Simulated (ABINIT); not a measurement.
Converging the SCF threshold: Nb (Im-3m, 1 atom in the cell)

```
CELL_PARAMETERS angstrom
     -1.65825     1.65825     1.65825
      1.65825    -1.65825     1.65825
      1.65825     1.65825    -1.65825
ATOMIC_POSITIONS crystal
  Nb 0.00000 0.00000 0.00000
```

Method of the run: PBE, norm-conserving pseudopotentials (PseudoDojo nc-sr-05 PBE standard) (plane waves; ABINIT 10.0.3).

Base settings: pseudos = [Nb.upf]; ecut = 41 Ha; occopt = 3; tsmear = 0.00367493 Ha; ngkpt = 8 8 8; nshiftk = 1; shiftk = 0 0 0; potentials = PseudoDojo nc-sr-05 PBE standard; nband = 12; kptopt = 1.

In this ladder: tolvrs = default.

The mesh stays at the base's, so the ladder's end is converged at best in this setting alone.

Only quantities that move along the ladder and can be compared are tabulated.

The count of work is k-points × plane waves × bands × iterations; it is no time. 

The starting cell has typed, rounded lattice constants, without a prior relaxation at this level. Its lattice was rescaled by up to half a per cent. Spin polarisation is off.

Steps (toldfe): 0.0037 Ha; 0.00037 Ha; 3.7e-05 Ha; 3.7e-06 Ha; 3.7e-07 Ha; 3.7e-08 Ha; 3.7e-09 Ha; 3.7e-10 Ha; 3.7e-12 Ha; 3.7e-14 Ha.

Task: What is the coarsest toldfe that holds the pressure within 0.05 GPa of the last step, with all finer ones?

Result: 0.00037 Ha, at 0.31 of the last step's count of work; the step before is off by 0.09 GPa.

```tsv
toldfe	pressure (GPa)	count of work / last
0.0037 Ha	-0.57	0.25
0.00037 Ha	-0.46	0.31
3.7e-05 Ha	-0.46	0.31
3.7e-06 Ha	-0.46	0.31
3.7e-07 Ha	-0.47	0.38
3.7e-08 Ha	-0.47	0.38
3.7e-09 Ha	-0.47	0.44
3.7e-10 Ha	-0.47	0.44
3.7e-12 Ha	-0.47	0.50
3.7e-14 Ha	-0.47	1.0
```
